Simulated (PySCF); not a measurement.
PySCF 2.14.0, unrestricted TPSSH/def2-svpd, df: F[Si](F)F, charge 0, multiplicity 2, 4 atoms. The geometry is a generated start, not checked to be a minimum at this level.

- task: energy
- method: tpssh
- basis: def2-svpd
- two-electron scheme: density fitting
- mol.max_memory: 3000 MB
- mf.max_cycle: 100
- mf.conv_tol: 1e-09 (default)
- mf.grids.level: 3 (default)
- basis functions: 93
- grid points: 61968

```xyz
4

F      1.4534    -0.0244    -0.1435
Si    -0.0057     0.0084     0.4883
F     -0.7141     1.2632    -0.1842
F     -0.7336    -1.2472    -0.1606
```

Charge 0 and multiplicity 2 are set for this test and not shown to be the ground state.

With the defaults (mf.DIIS = CDIIS, mf.diis = true, mf.init_guess = minao, mf.diis_damp = 0, mf.diis_space = 8, mf.damp = 0, mf.diis_start_cycle = 1) it converges in 11 Fock builds. One run each on 2 threads, 1 BLAS thread, with these changes:
- mf.damp = 0.7, mf.diis_start_cycle = 8
- mf.init_guess = huckel
- mf.diis_damp = 0.3
- mf.diis_space = 12
- mf.init_guess = mod_huckel
- mf.DIIS = EDIIS
- mf.DIIS = ADIIS
- mf.diis = false
- mf.init_guess = 1e

Question: Name the settings that don't reach the solution of the defaults.

Answer: No convergence: mf.DIIS = EDIIS; mf.diis = false (the run ends without SCF convergence in 100 cycles). The rest reach the solution of the defaults.

```
setting                                 Fock builds             end
--------------------------------------  -----------  --------------
the defaults                                     11   same solution
mf.diis_damp = 0.3                               11   same solution
mf.diis_space = 12                               11   same solution
mf.init_guess = huckel                           12   same solution
mf.init_guess = mod_huckel                       12   same solution
mf.init_guess = 1e                               15   same solution
mf.damp = 0.7, mf.diis_start_cycle = 8           15   same solution
mf.DIIS = ADIIS                                  16   same solution
mf.DIIS = EDIIS                                 101  no convergence
mf.diis = false                                 101  no convergence
```
